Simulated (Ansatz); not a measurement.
# A computed series for TiAl3: response to strain

Start from TiAl3 (space group I4/mmm, No. 139; a = 3.816 Å, c = 8.551 Å). Axes: x, y, z lie along a, b, c of the conventional cell.

Strains are applied to the cell and any free atomic positions relax; under biaxial strain the out-of-plane vector relaxes too.

Computed with PBEsol, PAW, 420 eV (Ansatz, an electronic-structure program; no spin-orbit coupling).

Candidates:
(a) isotropic strain −1.83 %
(b) isotropic strain +0.99 %
(c) biaxial strain +3.50 %, plane normal [001], relaxed out of plane
(d) biaxial strain +4.61 %, plane normal [001], relaxed out of plane
(e) biaxial strain −4.93 %, plane normal [001], relaxed out of plane

Notes on the quantities. energy relative to the base: free energy F.

Q: Order them by energy relative to the base, lowest first.

A: (b) isotropic strain +0.99 % (+4.6 meV/atom), (a) isotropic strain −1.83 % (+17 meV/atom), (c) biaxial strain +3.50 %, plane normal [001], relaxed out of plane (+29 meV/atom), (d) biaxial strain +4.61 %, plane normal [001], relaxed out of plane (+49 meV/atom), (e) biaxial strain −4.93 %, plane normal [001], relaxed out of plane (+75 meV/atom)

Without a gap, meshes like the base's 17×17×17 leave anisotropic stresses uncertain by several tenths of a GPa, and small strain energies with them. No phonon test of stability was made. All final runs are without spin polarisation.
